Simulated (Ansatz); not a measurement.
The parent structure is LiTaO₃ (space group P4/mbm, No. 127; a = 5.369 Å, c = 3.915 Å; a cell from a computed database, its experimental status unchecked). Axes: x, y, z lie along a, b, c of the conventional cell.

It is then changed as follows: tensile biaxial strain of 0.37 % in the plane normal to [001], as in epitaxy on a mismatched substrate; the out-of-plane cell vector and the atoms relax.

Method: PBEsol (Ansatz, a first-principles code, PAW, no SOC).

Base, band edges from the VBM (valence, conduction): A -0.13, 4.92; M -0.75, 2.59; R -0.50, 4.92; X -0.44, 3.87; Z 0.00, 3.06; Γ -0.31, 2.41 eV.

**Question.** Give the band edges at the high-symmetry points of the new zone, measured from its valence-band maximum.

**Answer.** 
```tsv
point	valence edge (eV)	conduction edge (eV)
Γ	-0.34	2.40
X	-0.45	3.85
M	-0.75	2.57
Z	0.00	3.02
R	-0.51	4.88
A	-0.12	4.89
```

The gap is 2.40 eV, indirect, Z → Γ.

Spin-orbit coupling, missing from the scalar runs, can matter with Ta. Whether these cells are dynamically stable was not tested.
